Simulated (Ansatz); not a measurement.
Data:

```xyz
12
Lattice="5.7539 0.0000 0.0000 -2.8770 4.9831 0.0000 0.0000 0.0000 6.9827" Properties=species:S:1:pos:R:3 pbc="T T T"
K      0.0000     0.0000     3.4914
Sc     0.0000     0.0000     0.0000
Mo     0.0000     3.3220     1.8442
Mo     2.8770     1.6610     5.1385
O      1.4222     0.8211     5.7142
O      1.4547     4.1619     1.2686
O      4.3317     0.8211     5.7142
O     -1.4547     4.1619     1.2686
O      2.8770     3.3408     5.7142
O      0.0000     1.6423     1.2686
O      0.0000     3.3220     3.5661
O      2.8770     1.6610     3.4166
```

No spin polarisation.

Computed with r2SCAN (Ansatz, a program for electronic structure, PAW, spin-orbit coupling left out). Γ-centred 6×6×4 mesh, Fermi–Dirac width 0.05 eV.

Problem. Estimate the band gap.

Solution. 4.12 eV.

Problem. Estimate the valence-band top at Γ (three highest levels, from the VBM).

Solution. 0.00, -0.16, -0.16 eV.

Problem. Estimate the gap character.

Solution. Direct at Γ.

Problem. What width of the top valence band does the calculation give?

Solution. 0.27 eV.

Load acts through the strain it causes; cell and atoms are relaxed under it. No phonon test of stability was made. All final runs are without spin polarisation. The cell was made from KScMo2O8 (space group P-3m1, No. 164; a cell from a computed database, its experimental status unchecked) by this change: pressure 1.5 GPa.
